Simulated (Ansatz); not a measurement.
HfPt3 (Pm-3m, No. 221, 4 atoms in the cell; start mp-1018054)

Level of theory: PBEsol in Ansatz (PAW).

Numerical settings: plane-wave cutoff 520 eV, 14×14×14 k mesh, Fermi–Dirac smearing 0.05 eV, scalar-relativistic PAW data made under PBE.

Cell (relaxed at this level):

```xyz
4
Lattice="3.9856 0.0000 0.0000 0.0000 3.9856 0.0000 0.0000 0.0000 3.9856" Properties=species:S:1:pos:R:3 pbc="T T T"
Hf     0.0000     0.0000     0.0000
Pt     1.9928     1.9928     0.0000
Pt     0.0000     1.9928     1.9928
Pt     1.9928     0.0000     1.9928
```

| Property | Value |
|---|---|
| band gap | none |
| bulk modulus | 258 GPa |

Note: the relaxation could not lower the start's symmetry, so the cell can be a saddle point above a distorted one; the bulk modulus is −V dP/dV from two relaxed cells at ±2 % in volume.

Spin–orbit coupling is not included.

The computed numbers hold no vibrational or temperature effects.

A start named mp-… is a Materials Project structure, which need not be a measured phase.

Ansatz is a quantum-chemistry and plane-wave program.
